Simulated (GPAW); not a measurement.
Band structure of ScBi (Fm-3m, 2 atoms in the cell).

```xyz
2
Lattice="0.0000 3.0778 3.0778 3.0778 0.0000 3.0778 3.0778 3.0778 0.0000" Properties=species:S:1:pos:R:3 pbc="T T T"
Sc     3.0778     3.0778     3.0778
Bi     0.0000     0.0000     0.0000
```

Level of theory: LDA (Perdew-Wang 92), GPAW PAW datasets LDA (gpaw-data 1.0.1) (plane waves; GPAW 25.7.0).

Settings: mode = pw; ecut = 800 eV; xc = LDA; kpts = 8 8 8; mesh shift (steps) = 0 0 0; occupations.name = methfessel-paxton; occupations.width = 0.2 eV; occupations.order = 0; nbands = -8; symmetry.symmorphic = false; symmetry.tolerance = 0.0005; maxiter = 100; bandpath_npoints = 40.

The starting cell comes from a database of computed structures (which also holds hypothetical and non-ambient phases and stackings), without a prior relaxation at this level. Its lattice was rescaled by a random factor within 2.5 % of one. Spin-orbit coupling is off.

Levels in eV from the Fermi level, bands 10 to 17:
```tsv
point	10	11	12	13	14	15	16	17
Γ	-11.33	0.61	0.61	0.61	0.95	0.95	1.04	1.04
X	-10.19	-3.38	-0.93	-0.93	-0.34	1.32	1.69	1.69
W	-10.10	-2.67	-2.67	-2.23	1.36	1.36	1.59	1.69
K	-10.13	-3.03	-2.79	-1.31	0.62	1.53	1.79	1.91
L	-10.24	-4.32	-1.54	-1.54	1.39	1.39	1.59	3.17
U	-10.13	-3.03	-2.79	-1.31	0.62	1.53	1.79	1.91
```

Bands cross the Fermi level along this path, so the cell is metallic at this level.
